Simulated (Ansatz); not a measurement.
**Effect of x(Os) = 0.25, 4 atoms, C2/m on Pt**

Take Pt in the fcc (Cu type) structure (space group Fm-3m, No. 225; a = 3.940 Å) as the base.

The other end (x = 1) is Os in the fcc (Cu type) structure (space group Fm-3m, No. 225; a model cell): 14.07 Å³/atom, gap zero; this end may not be an ambient phase.

Modification: Os replaces 25.0 % of the Pt, ordered in a cell of 4 atoms (starting symmetry C2/m) and fully relaxed.

Calculations: Kohn–Sham DFT with the r2SCAN functional, run in Ansatz (a first-principles code) with PAW and 500 eV plane waves, without spin-orbit coupling. Γ-centred 17×17×10 mesh, Fermi–Dirac width 0.05 eV, for the changed cell.

| quantity | base | changed | shift |
|---|---|---|---|
| volume per atom | 15.29 Å³ | 14.92 Å³ | -0.375 Å³ |
| density | 21.18 g/cm³ | 21.58 g/cm³ | +0.40 g/cm³ |
| band gap | zero | zero | – |
| mixing energy (to 0.01 eV only: unlike meshes or grids) | – | +0.06 eV/atom | – |
| deviation of the volume from the linear (Vegard-type) interpolation | – | -0.5 % | – |

Final structure:

```xyz
4
Lattice="4.5454 -1.3832 0.0000 4.5454 1.3832 0.0000 -0.8135 0.0000 4.7457" Properties=species:S:1:pos:R:3 pbc="T T T"
Pt     6.1658     0.0000     3.5159
Pt     2.1115     0.0000     1.2298
Pt     4.5454     0.0000     0.0000
Os    -0.4068     0.0000     2.3728
```

These are small ordered cells, not random alloys; other orderings at the same x differ. Whether these cells are dynamically stable was not tested. All final runs are without spin polarisation. This is not the structure that Os has at room temperature and ambient pressure.
